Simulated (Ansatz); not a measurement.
B20 (FeSi-type) CoSi, treated with PBE in Ansatz (PAW).

Run with plane-wave cutoff 500 eV, 10×10×10 k mesh, Fermi–Dirac smearing 0.05 eV, no spin polarisation, scalar-relativistic PAW data made under PBE.

Computed at the level's own relaxed cell.

Q: Predict the equilibrium volume per atom and equilibrium lattice constant a.

A: 
equilibrium volume per atom: 10.87 Å³/atom
equilibrium lattice constant a: 4.431 Å

Measured, for comparison: equilibrium volume per atom 10.97 Å³/atom, lattice constant a 4.444 Å (temperature not stated, no zero-point or thermal correction; as tabulated in Wikipedia's data pages). Computed (rounded) less measured: equilibrium volume per atom -0.9 %, lattice constant a -0.3 %. A static lattice is as a rule a little smaller and stiffer than an uncorrected measurement, which narrows the difference in the equilibrium volume per atom and would widen misses of the other sign.

The result took about 5 core-minutes (a rough figure).

Ansatz is an electronic-structure program.
